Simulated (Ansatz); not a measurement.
Mo, response to strain

Consider Mo in the bcc (W type) structure (space group Im-3m, No. 229; a = 3.151 Å; relaxed with 0.1 eV smearing).

Strains are applied to the cell and any free atomic positions relax.

The values are results of r2SCAN (Ansatz, a program for electronic structure; PAW; 500 eV plane waves; scalar-relativistic without spin-orbit coupling), not measurements.

Notes on the quantities. energy relative to the base: free energy F.

```
case                      pressure  shortest interatomic distance  energy relative to the base
------------------------  --------  -----------------------------  ---------------------------
base                       0.0 GPa                        2.729 Å                   0 meV/atom
isotropic strain −3.00 %  30.0 GPa                        2.647 Å                +118 meV/atom
isotropic strain −2.50 %  24.2 GPa                        2.661 Å                 +81 meV/atom
isotropic strain −2.00 %  18.7 GPa                        2.674 Å                 +51 meV/atom
isotropic strain −1.50 %  13.5 GPa                        2.688 Å                 +28 meV/atom
isotropic strain −1.00 %         ?                        2.702 Å                            ?
isotropic strain −0.50 %   4.2 GPa                        2.715 Å                +3.0 meV/atom
```

Q: Some entries are withheld; estimate them.

A: 
- isotropic strain −1.00 %, pressure: 8.7 GPa
- isotropic strain −1.00 %, energy relative to the base: +12 meV/atom

Whether these cells are dynamically stable was not tested. The final runs are not spin-polarised.
